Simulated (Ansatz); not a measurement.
The reference is NaF in the rock salt structure (space group Fm-3m, No. 225; a = 4.7016 Å).

Level of theory: PBE (Ansatz, an electronic-structure program), no spin-orbit coupling.

Perturbation: the cell is scaled by 0.9842 in all directions, atoms relaxed at fixed cell.

How does this affect the mean gap deformation potential ΔEg/Δln V?

The mean gap deformation potential ΔEg/Δln V amounts to -5.3 eV.

Predict the new energy relative to the base.

The energy rises by 4.3 meV/atom.

The cells carry an imposed strain or load. Whether these cells are dynamically stable was not tested.
